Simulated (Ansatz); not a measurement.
# Habitual settings against a tight run: Ba3Zn2As4 (C2/m, 9 atoms in the cell)

Self-consistent single point.

```
Ba3(ZnAs2)2
1.0
    8.71815    -2.30453     0.00000
    8.71815     2.30453     0.00000
   -2.94548     0.00000     6.85247
Ba Zn As
3 2 4
Cartesian
 13.69491   0.00000   2.85186
  0.79590   0.00000   4.00061
  0.00000   0.00000   0.00000
  8.87024   0.00000   6.58673
  5.62057   0.00000   0.26574
 11.37554   0.00000   5.74895
  3.11527   0.00000   1.10352
  6.92449   0.00000   4.65920
  7.56633   0.00000   2.19327
```

Method of the run: PBEsol, PAW files made with PBE (plane waves; Ansatz, a program for electronic structure).

Base settings: basis.ecutwfc = 420 eV; kpoints.mp_grid.grid = 4 4 3; hamiltonian.xc = pbesol; hamiltonian.pseudopotentials = {kind: paw} (the program's default PAW files); scf.occupations.method = cold; scf.occupations.width = 0.1 eV.

Tight run (finer mesh or higher cutoff; not a proven limit): basis.ecutwfc: 420 eV → 590 eV; kpoints.mp_grid.grid: 4 4 3 → 6 6 5; scf.convergence.dr2_threshold: default (1e-07 eV) → 1e-09 eV. It gave pressure -4.75 GPa; largest force (vector length) 0.248 eV/Å.

Quick runs, as changes from the base:
- A: the base itself
- B: basis.ecutwfc: 420 eV → 250 eV; kpoints.mp_grid.grid: 4 4 3 → 3 3 3; scf.occupations.width: 0.1 eV → 0.2 eV; scf.convergence.dr2_threshold: default (1e-07 eV) → 0.001 eV
- C: kpoints.mp_grid.grid: 4 4 3 → 4 4 4; scf.convergence.dr2_threshold: default (1e-07 eV) → 0.001 eV
- D: basis.ecutwfc: 420 eV → 210 eV; kpoints.mp_grid.grid: 4 4 3 → 4 4 4; scf.convergence.dr2_threshold: default (1e-07 eV) → 0.001 eV
- E: basis.ecutwfc: 420 eV → 335 eV; kpoints.mp_grid.grid: 4 4 3 → 2 2 2; hamiltonian.xc: pbesol → lda [LDA (PW92)]

Energies are extrapolated to zero smearing width, which holds to low order in the width alone.

Dashes: energy of E, another energy zero.

† marks runs with another functional, U, potentials or spin treatment: their distance from the tight run is not a convergence error alone.

The count of work is k-points × plane waves × bands × iterations; it is no time. 

Pressures in the table are Ansatz's without its Pulay estimate, at a fixed set of plane waves; the tight run's value above holds the estimate.

The starting cell comes from a database of computed structures (which also holds hypothetical and non-ambient phases and stackings), without a prior relaxation at this level. Its lattice was rescaled by a random factor within 2.5 % of one. In the base run, with a pressure of about -5 GPa the cell is away from its equilibrium volume at this level. The run gives no clean gap (levels at the Fermi energy touch, overlap or are partly filled at this smearing), which alone does not show that the compound is a metal. Without a gap this mesh is coarse (it stands for a supercell whose shortest vector is 18 Å).

```
run  energy less tight (meV/atom)  pressure less tight (GPa)  largest miss in a force vector (eV/Å)  count of work / tight
---  ----------------------------  -------------------------  -------------------------------------  ---------------------
A                             6.7                       0.00                                  0.028                   0.16
B                           616.1                     -22.19                                  0.106                  0.022
C                             1.9                      -0.04                                  0.024                   0.10
D                          2891.0                     -77.13                                  0.191                  0.036
E†                              –                      -1.81                                  0.338                  0.031
```

Among the runs at the tight run's level, the energy misses run from 1.9 to 2891.0 meV/atom.

Left out of this page: 1 run of the series outside the window shown, repeating another row's setting, or not comparable.

Keys are those of Ansatz 0.2.
